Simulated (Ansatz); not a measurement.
The starting structures come from a database of crystals and need not be the phases stable at ambient conditions.

Tunnelling through a barrier is set by its complex band structure: the current falls as exp(−2κd) with the smallest κ.

Here is the system:

```
CELL_PARAMETERS angstrom
      6.20505     0.00000     0.00000
      0.00000     7.66154     0.00000
      0.00000     0.00000     6.32175
ATOMIC_POSITIONS crystal
  Cu 0.99026 0.75258 0.18524
  Cu 0.49026 0.74742 0.81476
  Cu 0.99026 0.24742 0.18524
  Cu 0.49026 0.25258 0.81476
  Ag 0.99538 0.50000 0.64720
  Ag 0.49538 0.00000 0.35280
  P  0.49940 0.50000 0.31254
  P  0.99940 0.00000 0.68746
  S  0.62192 0.72126 0.16004
  S  0.12192 0.77874 0.83996
  S  0.62192 0.27874 0.16004
  S  0.12192 0.22126 0.83996
  S  0.16346 0.50000 0.28029
  S  0.66346 0.00000 0.71971
  S  0.58883 0.50000 0.63183
  S  0.08883 0.00000 0.36817
```

Space group of this cell: Pmn2_1. The cell is taken as given; by r2SCAN its mean pressure is -1.5 GPa.

Transport runs along the normal of the first two printed cell vectors.

The gap is the functional's own, uncorrected, and κ follows it; spin-orbit coupling is left out. Mid-gap values are interpolated between the computed energies.

Predict the band gap and the smallest decay constant κ at mid-gap from r2SCAN (Ansatz, a program for electronic structure).

Gap 1.41 eV on a 6×4×6 mesh; κ = 0.152 1/Å, at the zone centre.
